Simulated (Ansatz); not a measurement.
Base system: Al in the fcc (Cu type) structure (space group Fm-3m, No. 225; relaxed with 0.1 eV smearing).

```
CELL_PARAMETERS angstrom
      0.00000     1.99618     1.99618
      1.99618     0.00000     1.99618
      1.99618     1.99618     0.00000
ATOMIC_POSITIONS crystal
  Al 0.00000 0.00000 0.00000
```

Cartesian axes are those of the cell as printed.

Computed with r2SCAN (Ansatz, an electronic-structure program), spin-orbit coupling left out, earlier PAW set.

Before the change:

The pressure is 0.0 GPa.

It is then changed as follows: biaxial strain −3.83 %, plane normal [111], relaxed out of plane (Cartesian); in-plane vectors clamped, the third vector and the atoms free.

### Question
What happens to the out-of-plane strain?

### Answer
The out-of-plane strain comes out as +3.04 %.

### Question
Estimate the effect on the pressure.

### Answer
The pressure (mean of the normal stresses, compression positive) goes from zero to 5.8 GPa.

Whether these cells are dynamically stable was not tested.
